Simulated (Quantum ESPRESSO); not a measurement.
# How far to go with shifted k-point meshes: Se (C2, 3 atoms in the cell)

```yaml
crystal:
  lattice:
    - [2.19156, -3.79589, 0.00000]
    - [2.19156, 3.79589, 0.00000]
    - [0.00000, 0.00000, 4.96485]
  atoms:
    - { symbol: Se, position: [0.00000, 0.22500, 0.66667] }
    - { symbol: Se, position: [0.78641, 0.78641, 0.00000] }
    - { symbol: Se, position: [0.22500, 0.00000, 0.33333] }
```

Level of theory: LDA (PZ), PSlibrary ultrasoft (LDA) pseudopotentials (plane waves; Quantum ESPRESSO).

Base settings: ecutwfc = 30 Ry; ecutrho = 180 Ry; occupations = smearing; smearing = fd; degauss = 0.000734986 Ry; potentials = {Se: Se.pz-n-rrkjus_psl.1.0.0.UPF}; K_POINTS = automatic 5 5 3 0 0 0; conv_thr = 1e-10 Ry; mixing_beta = 0.3.

Shifted meshes do not hold Γ, so a gap read on them misses any band edge there.

Only quantities that move along the ladder and can be compared are tabulated.

The count of work is k-points × plane waves × bands × iterations; it is no time. Core times come from one kind of shared machine, to one figure; runs under 30 s give none.

The starting cell has typed, rounded lattice constants, without a prior relaxation at this level. Its lattice was rescaled by up to half a per cent. One atom was moved a little off its site on purpose.

Steps (K_POINTS): automatic 2 2 1 1 1 1; automatic 2 2 2 1 1 1; automatic 3 3 2 1 1 1; automatic 3 3 3 1 1 1; automatic 4 4 3 1 1 1; automatic 5 5 4 1 1 1; automatic 6 6 4 1 1 1; automatic 6 6 5 1 1 1; automatic 7 7 5 1 1 1; automatic 8 8 6 1 1 1; automatic 8 8 7 1 1 1; automatic 9 9 7 1 1 1; automatic 10 10 8 1 1 1; automatic 11 11 9 1 1 1; automatic 13 13 10 1 1 1; automatic 15 15 12 1 1 1; automatic 19 19 14 1 1 1.

**Question.** What is the coarsest K_POINTS that holds the forces within 0.01 eV/Å of the last step, with all finer ones?

**Answer.** automatic 5 5 4 1 1 1, at 0.023 of the last step's count of work and about 0.03 of the last step's time; the step before is off by 0.021 eV/Å.

**Question.** What is the coarsest K_POINTS that holds the pressure within 0.5 GPa of the last step, with all finer ones?

**Answer.** automatic 2 2 2 1 1 1, at 0.0018 of the last step's count of work; the step before is off by 3.4 GPa.

```csv
K_POINTS,free energy less the last step's (meV/atom),pressure (GPa),largest difference of a force vector from the last step's (eV/Å),gap on the mesh (eV),count of work / last,core time / last (rough)
automatic 2 2 1 1 1 1,429.38,2.92,1.882,1.807,0.0010,–
automatic 2 2 2 1 1 1,-15.31,-0.44,0.208,2.010,0.0018,–
automatic 3 3 2 1 1 1,-26.40,-0.66,0.210,2.024,0.0039,–
automatic 3 3 3 1 1 1,-0.51,-0.46,0.020,1.352,0.0062,–
automatic 4 4 3 1 1 1,1.60,-0.44,0.021,1.121,0.011,–
automatic 5 5 4 1 1 1,-0.47,-0.43,0.003,1.424,0.023,0.03
automatic 6 6 4 1 1 1,-0.55,-0.43,0.002,1.349,0.029,0.03
automatic 6 6 5 1 1 1,0.08,-0.43,0.001,1.109,0.041,0.03
automatic 7 7 5 1 1 1,0.16,-0.43,0.001,0.956,0.055,0.06
automatic 8 8 6 1 1 1,-0.05,-0.43,0.000,1.208,0.078,0.05
automatic 8 8 7 1 1 1,0.01,-0.43,0.000,0.966,0.091,0.10
automatic 9 9 7 1 1 1,0.01,-0.43,0.000,0.999,0.12,0.09
automatic 10 10 8 1 1 1,0.00,-0.43,0.000,1.111,0.16,0.2
automatic 11 11 9 1 1 1,0.00,-0.43,0.000,0.939,0.22,0.2
automatic 13 13 10 1 1 1,0.00,-0.43,0.000,1.046,0.37,0.3
automatic 15 15 12 1 1 1,0.00,-0.43,0.000,1.022,0.54,0.5
automatic 19 19 14 1 1 1,0.00,-0.43,0.000,0.984,1.0,1
```

The gap on the mesh jumps up and down from mesh to mesh; it is no smooth measure of convergence.
